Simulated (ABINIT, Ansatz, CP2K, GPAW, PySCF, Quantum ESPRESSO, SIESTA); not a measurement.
Code comparison for Ca (Fm-3m, 1 atom in the cell)

Self-consistent single point, at a second geometry (lattice scaled by 0.98). First geometry:

```
CELL_PARAMETERS angstrom
      0.00000     2.79000     2.79000
      2.79000     0.00000     2.79000
      2.79000     2.79000     0.00000
ATOMIC_POSITIONS crystal
  Ca 0.00000 0.00000 0.00000
```

Shared settings, as Ansatz (a quantum-chemistry and plane-wave program) writes them: kpoints.mp_grid.grid = 8 8 8; scf.occupations.method = gaussian; scf.occupations.width = 0.0147 Ry. Potentials and cutoffs stand in the table.

| code | model | ΔF from the first geometry (meV/atom) | pressure (GPa) | cutoff |
|---|---|---|---|---|
| CP2K | PBE, GPW, TZVP-MOLOPT-SR-GTH basis, GTH-PBE potentials (GTH_POTENTIALS) | 1.7 | 0.67 | grid 500 Ry |
| Quantum ESPRESSO | PBE, PseudoDojo standard norm-conserving (PBE) pseudopotentials | 0.4 | 0.55 | 70 Ry |
| SIESTA | GGA PBE, numerical atomic orbitals DZP, PseudoDojo PBE standard norm-conserving potentials (rewritten from UPF to PSML) | 77.4 | 6.07 | grid 350 Ry |
| GPAW | PBE, GPAW PAW datasets PBE (gpaw-data 1.0.1) | 1.9 | 0.64 | 600 eV |
| Ansatz | PBE, default PAW files | 0.5 | 0.58 | default |
| ABINIT | PBE, PAW (JTH v2.0 PBE PAW) | 0.4 | 0.49 | 40 Ry |
| PySCF | PBE, Gaussian basis gth-dzvp-molopt-sr, GTH pseudopotentials gth-pbe, FFT density fitting with multigrid | 15.7 | – | grid 110 Ha |

A dash marks a value that a program does not give, or that is left out as unsure.

The spread over the programs that give each value: ΔF from the first geometry within 77.0 meV/atom; pressure within 5.58 GPa.

CP2K, SIESTA and PySCF use small atom-centred bases, whose incompleteness enters pressures, forces and empty levels differently from a plane-wave cutoff. Ansatz's pressure is given at a fixed set of plane waves, as the other plane-wave codes print theirs. In the pressure, SIESTA (by 5.50) lies more than 1 GPa from the median of the plane-wave programs.

The starting cell has typed, rounded lattice constants, without a prior relaxation at this level. For this run, on top of that: lattice scaled by 0.98.

Left out of this page: Elk and FLEUR (not drawn, or without a comparable value).

Keys are those of Ansatz 0.2.
